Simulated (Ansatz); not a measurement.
# Parameter sweep on Ag2P (P1, 6 atoms in the cell)

```yaml
crystal:
  lattice:
    - [4.25855, 0.00000, 0.00000]
    - [-2.12927, 3.68801, 0.00000]
    - [0.00000, 0.00000, 5.21789]
  atoms:
    - { symbol: P, position: [0.35913, 0.70869, 0.26039] }
    - { symbol: P, position: [0.69488, 0.34325, 0.74346] }
    - { symbol: Ag, position: [0.99389, 0.98215, 0.02326] }
    - { symbol: Ag, position: [0.99013, 0.98058, 0.50168] }
    - { symbol: Ag, position: [0.31264, 0.65782, 0.73604] }
    - { symbol: Ag, position: [0.64933, 0.32750, 0.23517] }
```

Base run A: PBEsol, default PAW files made with PBE run with Ansatz (a program for electronic structure), self-consistent single point.

Its settings: basis.ecutwfc = 420 eV; kpoints.mp_grid.grid = 7 7 5; hamiltonian.xc = pbesol; hamiltonian.pseudopotentials = {kind: paw} (the program's default PAW files); scf.occupations.method = methfessel_paxton; scf.occupations.width = 0.272 eV.

The starting cell was generated: these elements placed on a structure prototype, without a prior relaxation; it need not be a known phase or ordering of this composition. Its atoms were displaced at random from the sites of space group no. 194. In the base run, with a pressure of about 36 GPa the cell is away from its equilibrium volume at this level. In the base run, forces exceed 1 eV/Å. Ansatz's pressure includes its estimate of the finite-basis (Pulay) stress. The run gives no clean gap (levels at the Fermi energy touch, overlap or are partly filled at this smearing), which alone does not show that the compound is a metal.

ΔF is the free energy per atom less that of run A. 

| run | scf.mixing.algorithm, scf.mixing.beta | ΔF (meV/atom) | pressure (GPa) | largest force (eV/Å) | iterations |
|---|---|---|---|---|---|
| A | default (the program chose MSR1), default | 0.00 | 36.22 | 1.985 | 7 |
| B | broyden, 0.02 | 0.00 | 36.21 | 1.985 | 12 |
| C | broyden, 0.05 | 0.00 | 36.22 | 1.985 | 11 |
| D | broyden, 0.1 | 0.00 | 36.21 | 1.985 | 10 |
| E | broyden, 0.2 | 0.00 | 36.22 | 1.985 | 9 |
| F | broyden, 0.3 | 0.00 | 36.22 | 1.985 | 9 |
| G | broyden, 0.5 | 0.00 | 36.21 | 1.985 | 7 |
| H | broyden, 0.7 | 0.00 | 36.22 | 1.985 | 7 |
| I | broyden, 0.9 | 0.00 | 36.22 | 1.985 | 7 |
| J | broyden, 1 | 0.00 | 36.22 | 1.985 | 7 |

Runs B, C, D, E, F, G, H, I, J gave the same state as A (within 1 meV/atom). The fewest iterations to that state were 7 (A, G, H, I, J); the most were 12.

Keys are those of Ansatz 0.2.
